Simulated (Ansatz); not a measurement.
Take Tl in the hcp (Mg type) structure (space group P6_3/mmc, No. 194; a = 3.4761 Å, c = 5.4715 Å; relaxed with 0.1 eV smearing) as the base. Axes: x lies along a and z along c of the hexagonal cell.

Level of theory: DFT with PBEsol, PAW potentials and a 420 eV plane-wave cutoff in Ansatz (an electronic-structure program), no spin-orbit coupling.

Base values:

```
Quantity            Value
---------------  --------
Pressure          0.0 GPa
Volume per atom  28.63 Å³
```

It is then changed as follows: tensile biaxial strain of 3.00 % in the plane normal to [001], as in epitaxy on a mismatched substrate; the out-of-plane cell vector and the atoms relax.

Question: How does this affect the pressure?

Answer: The pressure (mean of the normal stresses, compression positive) goes from zero to -0.9 GPa.

Question: Estimate the effect on the volume per atom.

Answer: The volume per atom rises by 0.985 Å³ (28.63 Å³ → 29.61 Å³).

No phonon test of stability was made.
